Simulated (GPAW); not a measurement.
Band structure of Al3Sc (Pm-3m, 4 atoms in the cell).

```xyz
4
Lattice="4.0258 0.0000 0.0000 0.0000 4.0258 0.0000 0.0000 0.0000 4.0258" Properties=species:S:1:pos:R:3 pbc="T T T"
Sc     0.0000     0.0000     0.0000
Al     0.0000     2.0129     2.0129
Al     2.0129     0.0000     2.0129
Al     2.0129     2.0129     0.0000
```

Computed with PBE, GPAW PAW datasets PBE (gpaw-data 1.0.1) (plane waves; GPAW).

Settings: mode = pw; ecut = 800 eV; xc = PBE; kpts = 7 7 7; mesh shift (steps) = 0 0 0; occupations.name = fermi-dirac; occupations.width = 0.136 eV; nbands = -8; convergence.forces = 0.001 eV/Å; symmetry.symmorphic = false; symmetry.tolerance = 0.0005; maxiter = 100; bandpath_npoints = 40.

The starting cell has typed, rounded lattice constants, without a prior relaxation at this level. Its lattice was rescaled by a random factor within 2.5 % of one.

Levels in eV from the Fermi level, bands 7 to 14:
```tsv
point	7	8	9	10	11	12	13	14
Γ	-2.64	-1.80	-1.80	-1.80	1.30	1.37	1.37	1.37
X	-1.74	-1.74	-1.53	1.10	1.10	1.17	1.40	1.73
M	-5.67	-4.44	-0.53	-0.53	1.26	1.48	2.22	2.66
R	-4.83	-4.59	-2.98	-2.98	-2.98	1.11	2.77	2.77
```

Bands cross the Fermi level along this path, so the cell is metallic at this level.
